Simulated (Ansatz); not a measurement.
## Ce_Si in beta Si3N4

All values below come from PBE, PAW (plane waves to 420 eV; Ansatz, a first-principles code). A 1×1×3 supercell of 84 sites was used; the energies come from a 2×2×2 shifted sampling of its zone. Site at the start: the Si(2,4-fold) site. Finite-size correction: monopole term and site-potential alignment. Dielectric constants: PBE linear response of the host. Host gap at this level: 4.25 eV. A cell of this size leaves errors of a few tenths of an eV. Levels are measured in PBE's own, too narrow, gap. Spin–orbit coupling is left out, and no Hubbard U is applied to the open shells. Each state is the lowest found from its start.

Formation energies E_f are given with the Fermi level at the valence-band maximum. Chemical conditions: Si-rich (Δμ(Si) = 0.00 eV, Δμ(Ce) = -1.97 eV, bounded by CeSi2 (I4_1/amd); only phases computed here count, gases as isolated molecules at 0 K). Reference phases: Ce: fcc Ce, Si: silicon.

```json
[
 {"charge": "+1†", "moment (μB)": "1.0", "largest move off a lattice site (Å)": "0.58", "image correction with alignment (eV)": "0.52", "E_f, Si-rich (eV)": "–"},
 {"charge": "0", "moment (μB)": "not spin-polarised", "largest move off a lattice site (Å)": "0.45", "image correction with alignment (eV)": "0.00", "E_f, Si-rich (eV)": "5.04"},
 {"charge": "−1", "moment (μB)": "1.0", "largest move off a lattice site (Å)": "0.48", "image correction with alignment (eV)": "-0.15", "E_f, Si-rich (eV)": "7.68"}
]
```

† Not settled in this cell, so no level is given: charge +1: carriers not clearly localised, level within 0.1 eV of a band edge or past it.

Transition levels above the valence-band maximum: ε(0/−1) = 2.63 eV. With a charge missing or unsettled, these needn't be thermodynamic levels.

Flagged in the runs: a doubtful potential alignment, a host whose relaxation on this sampling wasn't shown to rest, a strain field that reaches the edge of the cell.

All states together cost very roughly 100 core-minutes.
